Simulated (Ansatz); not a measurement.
## La2O3, pressure series

Take La2O3 (space group P-3m1, No. 164; a = 3.9403 Å, c = 6.1880 Å) as the base.

Cell and atoms are relaxed at each pressure.

Calculations: Ansatz (a quantum-chemistry and plane-wave program), PBE, PAW, cutoff 420 eV, without spin-orbit coupling.

```tsv
variant	shortest interatomic distance	gap character	band gap
base	2.370 Å	indirect, L → M	3.83 eV
pressure −2 GPa	2.379 Å	indirect, L → M	3.82 eV
pressure −1 GPa	2.374 Å	indirect, L → M	3.83 eV
pressure 3 GPa	2.358 Å	indirect, L → M	3.85 eV
pressure 7 GPa	2.344 Å	indirect, L → K	3.87 eV
pressure 15 GPa	…	indirect, L → K	3.84 eV
pressure 30 GPa	2.290 Å	indirect, L → K	3.74 eV
pressure 50 GPa	2.246 Å	indirect, L → K	3.70 eV
pressure 75 GPa	…	indirect, K–Γ (47 % along) → K	3.68 eV
pressure 100 GPa	2.148 Å	indirect, K–Γ (47 % along) → Γ	3.62 eV
```

**Question.** Complete the table.

**Answer.** 
- pressure 15 GPa, shortest interatomic distance: 2.321 Å
- pressure 75 GPa, shortest interatomic distance: 2.192 Å

Load acts through the strain it causes; cell and atoms are relaxed under it. Whether these cells are dynamically stable was not tested. Competing high-pressure phases were not computed.
